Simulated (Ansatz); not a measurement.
Worked example: self-consistent single point of CaZrN₂ (P1, 4 atoms in the cell) in Ansatz (a program for electronic structure).

Method: PBEsol, PAW files made with PBE (plane waves; Ansatz).

The change in words: atoms moved at random. Reference geometry:
```
CaZrN2
1.0
    1.66753     0.96275     5.64201
   -1.66753     0.96275     5.64201
    0.00000    -1.92550     5.64201
Ca Zr N
1 1 2
Direct
  0.00000   0.00000   0.00000
  0.50000   0.50000   0.50000
  0.23812   0.23812   0.23812
  0.76188   0.76188   0.76188
```

Reference input (self-consistent single point, DFT, PBEsol, plane waves, PAW files made with PBE): kpoints.mp_grid.grid = 8 8 8; hamiltonian.xc = pbesol; hamiltonian.pseudopotentials = {kind: paw} (the program's default PAW files); scf.occupations.method = fermi_dirac; scf.occupations.width = 0.0037 Ry. This run's input differs from it in these lines:

Ansatz 0.2 input:
```diff
@@ -6,6 +6,6 @@
   atoms:
-    - { symbol: Ca, position: [0.000000, 0.000000, 0.000000] }
-    - { symbol: Zr, position: [0.500000, 0.500000, 0.500000] }
-    - { symbol: N, position: [0.238120, 0.238120, 0.238120] }
-    - { symbol: N, position: [0.761880, 0.761880, 0.761880] }
+    - { symbol: Ca, position: [-0.022535, 0.000691, 0.017136] }
+    - { symbol: Zr, position: [0.515013, 0.504172, 0.489230] }
+    - { symbol: N, position: [0.253038, 0.223823, 0.235137] }
+    - { symbol: N, position: [0.754483, 0.771313, 0.758497] }
 kpoints:
```

Output (repeated stretches shortened):

```
SCF iter   1: F=—  HF=-6686.570162 eV  |F-HF|=—  |Δ(HF+E_count)|=         —  Δρ=5.38e-2  dr2=2.93e0  ethr=3.10e-3  ⟨swp⟩=7.4  Hψ=30358  notcnv=0
all-band conjugate gradients solve this SCF's bands
preconditioner: auto → none
SCF iter   2: F=—  HF=-6685.985141 eV  |F-HF|=—  |Δ(HF+E_count)|=   5.85e-1  Δρ=2.45e-2  dr2=6.89e-1  ethr=3.10e-3  ⟨swp⟩=3.1  Hψ=13052  notcnv=0
   [... lines left out ...]
SCF iter   5: F=—  HF=-6685.850020 eV  |F-HF|=—  |Δ(HF+E_count)|=   5.77e-4  Δρ=1.00e-3  dr2=3.32e-4  ethr=3.95e-5  ⟨swp⟩=2.1  Hψ=6301  notcnv=0
SCF iter   6: F=—  HF=-6685.850090 eV  |F-HF|=—  |Δ(HF+E_count)|=   6.96e-5  Δρ=1.82e-4  dr2=1.18e-5  ethr=1.04e-6  ⟨swp⟩=2.2  Hψ=8295  notcnv=0
SCF iter   7: F=—  HF=-6685.850087 eV  |F-HF|=—  |Δ(HF+E_count)|=   2.53e-6  Δρ=2.95e-5  dr2=6.85e-7  ethr=3.68e-8  ⟨swp⟩=2.0  Hψ=8870  notcnv=0
SCF iter   8: F=-6685.850087 eV  HF=-6685.850087 eV  |F-HF|=4.57e-8  |Δ(HF+E_count)|=   1.03e-7  Δρ=8.08e-6  dr2=5.65e-8  ethr=3.13e-10  ⟨swp⟩=6.9  Hψ=26925  notcnv=0
SCF 1 converged in 8 iterations: F = -6685.850087 eV  dr2 = 5.65e-8
Free energy (F): -6685.850087 eV
Internal energy: -6685.849976 eV  (E = F + TS)
E sigma→0 (E₀):  -6685.850032 eV
Entropy (-TS):   -0.000110 eV (-0.028 meV/atom)
Fermi energy:    11.735881 eV
--- Forces (eV/Å), atoms counted from 1 ---
  atom   1  Ca     0.21223533     0.28048702     0.87746500
  atom   2  Zr     0.00505897    -0.14296042    -1.37019381
  atom   3  N     -0.44859460    -0.03459877     0.17779863
  atom   4  N      0.23129301    -0.10292924     0.31502290
--- Stress (GPa, compression-positive) ---
       -6.811629       0.070207      -0.984327
        0.070207      -7.073508       0.481253
       -0.984327       0.481254      -6.563296
  P = ⅓ Tr σ = -6.8161 GPa (-68.161 kbar)
  The stress holds the Pulay correction. Without it, at fixed plane waves, as pw.x and ABINIT print it: P = -7.0139 GPa
```

The run converged in 8 iterations. Against the reference run the free energy rises by 18.7 meV/atom, the pressure goes from -7.41 to -6.82 GPa, the largest force goes from 0.133 to 1.378 eV/Å and the gap on the mesh goes from 0.423 to 0.348 eV.

The starting cell comes from a database of computed structures (which also holds hypothetical and non-ambient phases and stackings), without a prior relaxation at this level. Its lattice was rescaled by a random factor within 2.5 % of one. For this run, on top of that: atoms moved at random. With a pressure of about -7 GPa the cell is away from its equilibrium volume at this level. Forces in this geometry exceed 1 eV/Å. Ansatz's pressure includes its estimate of the finite-basis (Pulay) stress.
